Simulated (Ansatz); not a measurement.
# A computed series for BN: response to strain

Start from BN in the zinc blende structure (space group F-43m, No. 216; a = 3.610 Å).

Strains are applied to the cell and any free atomic positions relax.

The values are results of r2SCAN, PAW, 500 eV (Ansatz, a quantum-chemistry and plane-wave program; no SOC), not measurements.

Notes on the quantities. energy relative to the base: free energy F.

```csv
variant,shortest interatomic distance,electron mass,energy relative to the base,pressure
base,1.563 Å,"0.87 mₑ along k, 0.29 mₑ across (at X)",0 meV/atom,0.00 GPa
isotropic strain −3.00 %,1.516 Å,"0.84 mₑ along k, 0.29 mₑ across (at X)",+63 meV/atom,42.26 GPa
isotropic strain −2.50 %,1.524 Å,"0.84 mₑ along k, 0.29 mₑ across (at X)",+43 meV/atom,34.16 GPa
isotropic strain −2.00 %,1.532 Å,"0.85 mₑ along k, 0.29 mₑ across (at X)",+27 meV/atom,26.52 GPa
isotropic strain −1.50 %,1.540 Å,"0.85 mₑ along k, 0.29 mₑ across (at X)",+15 meV/atom,___
isotropic strain −1.00 %,1.547 Å,"0.86 mₑ along k, 0.29 mₑ across (at X)",___,___
isotropic strain −0.50 %,1.555 Å,"0.87 mₑ along k, 0.29 mₑ across (at X)",+1.6 meV/atom,6.06 GPa
```

Question: What belongs in the blanks?

Answer: 
- isotropic strain −1.50 %, pressure: 19.30 GPa
- isotropic strain −1.00 %, energy relative to the base: +6.6 meV/atom
- isotropic strain −1.00 %, pressure: 12.49 GPa

The levels and masses belong to the bands next to the band gap. Masses are band curvatures over ±0.01 Å⁻¹ around the edge. Along k means along the line from Γ to the band edge. Stability against distortions was not tested.
